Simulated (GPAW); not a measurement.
A self-consistent single point of Sc₃SnB (Pm-3m, 5 atoms in the cell) with GPAW

Method: LDA (Perdew-Wang 92), GPAW PAW datasets LDA (gpaw-data 1.0.1) (plane waves; GPAW 25.7.0).

Input as run:

```python
from ase import Atoms
from ase.units import GPa
from gpaw import GPAW, PW, FermiDirac

atoms = Atoms(['Sc', 'Sc', 'Sc', 'Sn', 'B'],
              cell=[[4.664209, 0.000000, 0.000000],
                    [0.000000, 4.664209, 0.000000],
                    [0.000000, 0.000000, 4.664209]],
              scaled_positions=[[0.500000, 0.000000, 0.500000],
                                [0.000000, 0.500000, 0.500000],
                                [0.500000, 0.500000, 0.000000],
                                [0.000000, 0.000000, 0.000000],
                                [0.500000, 0.500000, 0.500000]],
              pbc=True)

calc = GPAW(mode=PW(950),
            xc='LDA',
            kpts={'size': (6, 6, 6), 'gamma': True},
            occupations=FermiDirac(0.1),
            nbands=-13,
            convergence={'density': 1e-05, 'energy': 1e-05},
            symmetry={'symmorphic': False, 'tolerance': 0.0005},
            maxiter=100,
            txt='-')

atoms.calc = calc

energy = atoms.get_potential_energy()
print('Energy (eV):', round(energy, 6))
forces = atoms.get_forces()
print('Forces (eV/Ang):')
print(forces.round(5))
stress = atoms.get_stress()
print('Stress (GPa, Voigt):', (stress / GPa).round(4))
```

Output, abridged:

```
Input parameters:
  convergence: {density: 1e-05,
                energy: 1e-05}
  kpts: {gamma: True,
         size: (6, 6, 6)}
  maxiter: 100
  mode: {ecut: 950.0,
         name: pw}
  nbands: -13
  occupations: {fixmagmom: False,
                name: fermi-dirac,
                width: 0.1}
  symmetry: {symmorphic: False,
             tolerance: 0.0005}

species:
  Sc:
    name: Scandium
    Z: 21.0
    valence: 11
    core: 10
    charge: 0.0
    file: Sc.LDA.gz

    # Using partial waves for Sc as LCAO basis

  Sn:
    name: Tin
    Z: 50.0
    valence: 14
    core: 36
    charge: 0.0
    file: Sn.LDA.gz

    # Using partial waves for Sn as LCAO basis

  B:
    name: Boron
    Z: 5.0
    valence: 3
    core: 2
    charge: 0.0
    file: B.LDA.gz

    # Using partial waves for B as LCAO basis

Reference energy: -230753.085732  # eV

Spin-paired calculation

Convergence criteria:
 Maximum [total energy] change in last 3 cyles: 1e-05 eV / valence electron
 Maximum integral of absolute [dens]ity change: 1e-05 electrons / valence electron
 Maximum integral of absolute [eigenst]ate change: 4e-08 eV^2 / valence electron
 Maximum number of scf [iter]ations: 100

Symmetries present (total): 48
Symmetries with fractional translations: 0
216 k-points: 6 x 6 x 6 Monkhorst-Pack grid + [1/12,1/12,1/12]
20 k-points in the irreducible part of the Brillouin zone
       k-points in crystal coordinates                weights
   0:     0.00000000    0.00000000    0.00000000          1/216
   1:     0.16666667    0.00000000    0.00000000          6/216
   2:     0.16666667    0.16666667    0.00000000         12/216
   [... 7 lines left out ...]
          ...
  19:     0.50000000    0.50000000    0.50000000          1/216

Wave functions: Plane wave expansion
  Cutoff energy: 950.000 eV
  Number of coefficients (min, max): 6726, 6816
  Pulay-stress correction: 0.000000 eV/Ang^3 (de/decut=0.000000)

Occupation numbers: Fermi-Dirac:
  width: 0.1000  # eV

Eigensolver

Densities:
  Coarse grid: 35*35*35 grid
  Fine grid: 70*70*70 grid
  Total Charge: 0.000000

Density mixing:
  Method: separate
  Backend: pulay
  Linear mixing parameter: 0.05
  old densities: 5
  Damping of long wavelength oscillations: 50

Hamiltonian:
  XC and Coulomb potentials evaluated on a 70*70*70 grid
  External potential:
    NoExternalPotential

Number of atoms: 5
Number of atomic orbitals: 52
Number of bands in calculation: 38
Number of valence electrons: 50
Bands to converge: occupied

Density initialized from atomic densities
  38 bands from LCAO basis set

Atomic positions and initial magnetic moments

Positions:
   0 Sc     2.332104    0.000000    2.332104    ( 0.0000,  0.0000,  0.0000)
   1 Sc     0.000000    2.332104    2.332104    ( 0.0000,  0.0000,  0.0000)
   2 Sc     2.332104    2.332104    0.000000    ( 0.0000,  0.0000,  0.0000)
   3 Sn     0.000000    0.000000    0.000000    ( 0.0000,  0.0000,  0.0000)
   4 B      2.332104    2.332104    2.332104    ( 0.0000,  0.0000,  0.0000)

Unit cell:
           periodic     x           y           z      points  spacing
  1. axis:    yes    4.664209    0.000000    0.000000    35     0.1333
  2. axis:    yes    0.000000    4.664209    0.000000    35     0.1333
  3. axis:    yes    0.000000    0.000000    4.664209    35     0.1333

  Lengths:   4.664209   4.664209   4.664209
  Angles:   90.000000  90.000000  90.000000

Effective grid spacing dv^(1/3) = 0.1333

     iter     time        total  log10-change:
                         energy   eigst   dens
iter:   1 --:--:--   -35.145027
iter:   2 --:--:--   -33.945845   -0.20  -1.12
iter:   3 --:--:--   -30.736535   +0.32  -1.16
iter:   4 --:--:--   -30.880934   -0.38  -1.64
iter:   5 --:--:--   -30.935077   -0.70  -1.60
iter:   6 --:--:--   -31.300951   -0.63  -1.59
   [... 3 lines left out ...]
iter:  10 --:--:--   -30.923339   -1.71  -2.34
iter:  11 --:--:--   -30.925716   -2.21  -2.66
iter:  12 --:--:--   -30.931811   -2.35  -2.68
iter:  13 --:--:--   -30.925390   -2.54  -2.58
iter:  14 --:--:--   -30.925226   -2.91  -3.19
iter:  15 --:--:--   -30.924994c  -2.98  -3.25
iter:  16 --:--:--   -30.924551   -2.68  -3.32
iter:  17 --:--:--   -30.924573c  -2.94  -3.47
iter:  18 --:--:--   -30.924820c  -3.56  -3.50
iter:  19 --:--:--   -30.924857c  -3.51  -3.53
iter:  20 --:--:--   -30.924715c  -3.95  -3.34
iter:  21 --:--:--   -30.924723c  -4.29  -4.00
iter:  22 --:--:--   -30.924657c  -4.33  -4.00
   [... 14 lines left out ...]
iter:  37 --:--:--   -30.924712c  -5.90  -4.46
iter:  38 --:--:--   -30.924690c  -6.22  -4.52
iter:  39 --:--:--   -30.924687c  -6.31  -4.84
iter:  40 --:--:--   -30.924690c  -6.57  -4.89
iter:  41 --:--:--   -30.924688c  -6.61  -4.97
iter:  42 --:--:--   -30.924688c  -6.74  -5.08c
iter:  43 --:--:--   -30.924689c  -6.83  -5.31c
iter:  44 --:--:--   -30.924688c  -6.86  -5.46c
iter:  45 --:--:--   -30.924688c  -6.92  -5.53c
iter:  46 --:--:--   -30.924689c  -6.97  -5.60c
iter:  47 --:--:--   -30.924688c  -7.01  -5.65c
   [... 3 lines left out ...]
iter:  51 --:--:--   -30.924688c  -7.22  -6.15c
iter:  52 --:--:--   -30.924688c  -7.26  -6.29c
iter:  53 --:--:--   -30.924688c  -7.30  -6.38c
iter:  54 --:--:--   -30.924689c  -7.35  -6.35c
iter:  55 --:--:--   -30.924688c  -7.38  -6.03c
iter:  56 --:--:--   -30.924688c  -7.42c -6.25c

Converged after 56 iterations.

Dipole moment: (-0.000000, -0.000000, -0.000000) |e|*Ang

Energy contributions relative to reference atoms: (reference = -230753.085732)

Kinetic:         +2.277292
Potential:       -2.238718
External:        +0.000000
XC:             -31.486823
Entropy (-ST):   -0.050148
Local:           +0.548635
SIC:             +0.000000
--------------------------
Free energy:    -30.949762
Extrapolated:   -30.924688

Showing only first 2 kpts
 Kpt  Band  Eigenvalues  Occupancy
  0    23      5.68945    1.98948
  0    24      6.22128    0.96184
  0    25      6.22128    0.96184
  0    26      6.22128    0.96184

  1    23      6.04793    1.67970
  1    24      6.04793    1.67970
  1    25      6.27474    0.70368
  1    26      6.29570    0.61131

Fermi level: 6.21364

No gap
No difference between direct/indirect transitions
Energy (eV): -30.924688

Forces in eV/Ang:
  0 Sc    0.00000    0.00000   -0.00000
  1 Sc    0.00000   -0.00000    0.00000
  2 Sc   -0.00000   -0.00000    0.00000
  3 Sn    0.00000    0.00000    0.00000
  4 B     0.00000    0.00000    0.00000

Stress tensor:
     0.038078     0.000000     0.000000
     0.000000     0.038078     0.000000
     0.000000     0.000000     0.038078
Stress (GPa, Voigt): [6.1007 6.1007 6.1007 0.     0.     0.    ]
```

The run converged in 56 iterations. GPAW prints stress with tension positive.

At such cutoffs GPAW's stress carries a finite-basis (Pulay) error, which enters relaxed cells too; its log prints stress with tension positive.

The starting cell comes from a database of computed structures (which also holds hypothetical and non-ambient phases and stackings), without a prior relaxation at this level. Its lattice was rescaled by a random factor within 2.5 % of one.

Cost on one core of a shared machine: roughly 7 min.
